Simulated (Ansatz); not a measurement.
Start from FeSb2 (space group Pnnm, No. 58; non-magnetic).

```
FeSb2
1.0
    5.77299     0.00000     0.00000
    0.00000     6.42942     0.00000
    0.00000     0.00000     3.11896
Fe Sb
2 4
Cartesian
  0.00000   0.00000   0.00000
  2.88649   3.21471   1.55948
  1.10252   2.27310   0.00000
  4.67047   4.15632   0.00000
  1.78398   5.48781   1.55948
  3.98901   0.94161   1.55948
```

The values are results of plane-wave PAW DFT at the PBEsol level (Ansatz, a program for electronic structure, 420 eV), no SOC, not measurements.

Base values:

The gap character is absent, the band gap comes out as zero and the shortest interatomic distance comes out as 4.774 bohr.

It is then changed as follows: full substitution Fe → Os; the structure is relaxed again.

Tabulated Pauling electronegativity and covalent radius: Fe 1.83, 1.32 Å; Os 2.20, 1.44 Å.

Question: Predict the new gap character, band gap and shortest interatomic distance.

Answer: The gap character goes from absent to indirect, R → k = (0, 0, 0.267) in the run's primitive reciprocal basis; the band gap becomes 0.33 eV (base: zero); the shortest interatomic distance goes up by 0.184 bohr, from 4.774 bohr to 4.958 bohr.

With Os and Sb present, leaving out spin-orbit coupling can change the band edges. Stability against distortions was not tested. Seeded moments were not kept for the base. The base started in Pnn2 and relaxed to Pnnm at this level. The final runs are not spin-polarised. A zero or small gap of FeSb2 can be the functional's error rather than a property of the material.
